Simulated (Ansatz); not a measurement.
# What uniaxial stress, 0.5 GPa compression along x does to hypothetical CsCl type TiS

The parent structure is TiS in the CsCl type structure (space group Pm-3m, No. 221; a = 3.054 Å; a hypothetical phase, not in the database extracts checked; relaxed with 0.1 eV smearing). Axes: x, y, z lie along the cube axes.

One thing is altered: uniaxial stress, 0.5 GPa compression along x, with the cell and atoms free to relax against it.

All numbers come from Ansatz (a program for electronic structure), PBE, PAW, cutoff 420 eV, no spin-orbit coupling. Settings: 19×19×19 k-points, 0.1 eV Fermi–Dirac smearing.

| quantity | base | changed | shift |
|---|---|---|---|
| volume per atom | 14.24 Å³ | 14.22 Å³ | -0.02 Å³ |
| space group | Pm-3m (No. 221) | P4/mmm (No. 123) | – |
| shortest interatomic distance | 2.645 Å | 2.644 Å | -0.001 Å |
| energy relative to the base (free energy F) | 0 meV/atom | 0.0 meV/atom | 0.0 meV/atom |
| band gap | zero | zero | – |
| strain response (xx, yy, zz) | – | (−0.14, +0.01, +0.01) % | – |

Cost of the whole job for the changed cell (relaxation, final SCF and bands): very roughly 40 core-seconds.

Beyond what the load breaks, stability against distortions was not tested. The final runs are not spin-polarised.
